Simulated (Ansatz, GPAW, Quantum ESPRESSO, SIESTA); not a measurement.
## Ba2IrO4 (I4/mmm, 7 atoms in the cell) computed with different codes at matched settings

Self-consistent single point.

```
Ba2IrO4
1.0
   -2.01654     2.01654     6.71838
    2.01654    -2.01654     6.71838
    2.01654     2.01654    -6.71838
Ba Ir O
2 1 4
Cartesian
  0.00000   0.00000   4.76884
  0.00000   0.00000   8.66793
  0.00000   0.00000   0.00000
  0.00000   2.01654   0.00000
  2.01654   0.00000   0.00000
  0.00000   0.00000   2.07208
  0.00000   0.00000  11.36469
```

Shared settings, as Ansatz (a first-principles code) writes them: kpoints.mp_grid.grid = 3 3 3; scf.occupations.method = fermi_dirac; scf.occupations.width = 0.0073 Ry. Potentials and cutoffs stand in the table.

```tsv
code	model	pressure (GPa)	largest force (eV/Å)	cutoff
GPAW	LDA (Perdew-Wang 92), GPAW PAW datasets LDA (gpaw-data 1.0.1)	–	0.573	900 eV
Quantum ESPRESSO	LDA (PZ), GBRV 1.5 ultrasoft (LDA) pseudopotentials	-7.10	0.422	40 Ry
SIESTA	LDA PW92, numerical atomic orbitals DZP, PseudoDojo LDA standard norm-conserving potentials (rewritten from UPF to PSML)	-4.60	1.436	grid 350 Ry
Ansatz	LDA (PW92), PAW files made with PBE	-8.68	0.435	30.9 Ry
```

Size of the force on each atom (eV/Å): Sizes of forces hide their directions.

| code | Ba1 | Ba2 | Ir3 | O4 | O5 | O6 | O7 |
|---|---|---|---|---|---|---|---|
| GPAW | 0.285 | 0.285 | 0.000 | 0.000 | 0.000 | 0.573 | 0.573 |
| Quantum ESPRESSO | 0.274 | 0.274 | 0.000 | 0.000 | 0.000 | 0.422 | 0.422 |
| SIESTA | 1.436 | 1.436 | 0.000 | 0.000 | 0.000 | 0.039 | 0.039 |
| Ansatz | 0.319 | 0.319 | 0.000 | 0.000 | 0.000 | 0.435 | 0.435 |

A dash marks a value that a program does not give, or that is left out as unsure.

On Ansatz's run: spin-orbit coupling is off. Spin polarisation is off; with an odd number of electrons in the cell that forces a metal, and a magnetic state may lie lower.

The spread over the programs that give each value: pressure within 4.08 GPa; largest force within 1.014 eV/Å.

SIESTA uses small atom-centred bases, whose incompleteness enters pressures, forces and empty levels differently from a plane-wave cutoff. Ansatz's pressure is given at a fixed set of plane waves, as the other plane-wave codes print theirs; with its correction for the finite basis it is -8.24 GPa (the shift of 0.44 GPa shows how far the cutoff is from converged). The pressure of GPAW is left out: its cutoff lies under the one at which its stress was checked. The same LDA comes in different parametrisations, which differ slightly. In the pressure, SIESTA (by 3.29) lies more than 1 GPa from the median of the plane-wave programs.

On the base mesh (7 7 7) the same programs gave: Ansatz pressure -9.55 GPa; Quantum ESPRESSO pressure -7.97 GPa; SIESTA pressure -5.38 GPa.

The values differ from the base mesh's, so the mesh still matters here: the table compares the programs at equal settings.

The starting cell comes from a database of computed structures (which also holds hypothetical and non-ambient phases and stackings), without a prior relaxation at this level.

Left out of this page: CP2K (on another mesh); FLEUR (not drawn, or without a comparable value).

Keys are those of Ansatz 0.2.
